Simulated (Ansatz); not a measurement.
Effect of isotropic strain +3.00 % on Pt

Consider Pt in the fcc (Cu type) structure (space group Fm-3m, No. 225; a = 3.895 Å; relaxed with 0.1 eV smearing).

Perturbation: an isotropic linear strain of +3.00 %, atoms relaxed at fixed cell.

All numbers come from Ansatz (an electronic-structure program) LDA, scalar-relativistic without spin-orbit coupling. Settings: 29×29×29 k-points, 0.1 eV Fermi–Dirac smearing.

Space group: Fm-3m (No. 225) (base Fm-3m (No. 225))
Shortest interatomic distance: 2.837 Å (base 2.754 Å)
Energy relative to the base (free energy F): +100 meV/atom
Pressure: -21.3 GPa (base 0.0 GPa)
Band gap: zero (base zero)

Cost of the whole job for the changed cell (relaxation, final SCF and bands): very roughly 13 core-seconds.

Whether these cells are dynamically stable was not tested. The final runs are not spin-polarised. Pt lies near a magnetic instability that expansion can trigger; it was not tested.
